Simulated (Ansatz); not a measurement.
## MoS2: energy against strain

MoS2 (2H layered, P6_3/mmc, 17.307 Å³/atom and stress up to 0.01 GPa in the relaxed cell, c along z) under an equal strain ε in the (0001) plane with the normal axis free, as in a coherent film. PBE-D3(BJ) in Ansatz, a plane-wave DFT program (PAW, default set), 420 eV, 12×12×3 Γ-centred mesh, Fermi-Dirac smearing 0.05 eV; ions are relaxed, or left where forces stay under 0.02 eV/Å, within the symmetry of each cell.

Here s stands for strain and y for E less E0.

```
strain (%)  E less E0 (meV/atom)
----------  --------------------
-1.20                       4.49
-0.60                       1.11
0.00                        0.00
0.60                        1.09
1.20                        4.30
3.00                           ?
```

Task: Fit y against s with a parabola, and predict the withheld value at s = 3.00.

Result: Least squares gives y = 0.001 - 0.0667·s + 3.0516·s². Residuals (row less fit): 0.015, -0.030, -0.001, 0.030, -0.015; standard error 0.034 (degrees of freedom: 2). The quadratic coefficient over the volume, 3.0516 meV × 10⁴ × 0.1602 / 17.307 Å³, is the biaxial elastic modulus of this plane = 282 ± 2 GPa (± standard error of the fit, which holds the terms cut off). At the withheld row, y = 0.001 - 0.0667 × 3.0 + 3.0516 × 3.0² = 27.265 meV/atom. The calculation gives 25.95 meV/atom, 1.315 meV/atom below the prediction (5.1 % of the range of y in the table). The row lies outside the fitted rows, so this is an extrapolation. From the scatter of the fitted rows alone, a prediction at this place has a standard error of 0.216 meV/atom, so the miss is 6.1 times that.

A polynomial of degree 3 through the 10 other runs of the series gives 25.91 there, so most of the miss is curvature that the fit leaves out. Rows are the converged runs of the series near zero and its far end; series whose fitted rows scatter by over a few per cent of the range, as at a crossing or softening among them, aren't shown in this form, nor equations of state whose B0' disagrees with the runs' pressures. Most that stay on the fit to the last digits aren't either.
